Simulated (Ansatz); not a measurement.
Base system: Mo in the bcc (W type) structure (space group Im-3m, No. 229; relaxed with 0.1 eV smearing).

```xyz
1
Lattice="-1.5755 1.5755 1.5755 1.5755 -1.5755 1.5755 1.5755 1.5755 -1.5755" Properties=species:S:1:pos:R:3 pbc="T T T"
Mo     0.0000     0.0000     0.0000
```

Cartesian axes are those of the cell as printed.

Computed with Ansatz (an electronic-structure program), r2SCAN, PAW, cutoff 500 eV, scalar-relativistic without spin-orbit coupling.

Before the change:

| Quantity | Result |
|---|---|
| Pressure | 0.0 GPa |
| Shortest interatomic distance | 5.157 bohr |

Modification: the cell is compressed by 0.50 % along z with no lateral relaxation; the atoms relax in the strained cell.

Question: Predict the new pressure.

Answer: The pressure (mean of the normal stresses, compression positive) goes from zero to 1.4 GPa.

Question: What does the calculation give for the energy relative to the base after the change?

Answer: The energy increases by 0.6 meV/atom.

Question: What happens to the shortest interatomic distance?

Answer: The shortest interatomic distance drops by 0.009 bohr, from 5.157 bohr to 5.148 bohr.

No phonon test of stability was made. All final runs are without spin polarisation.
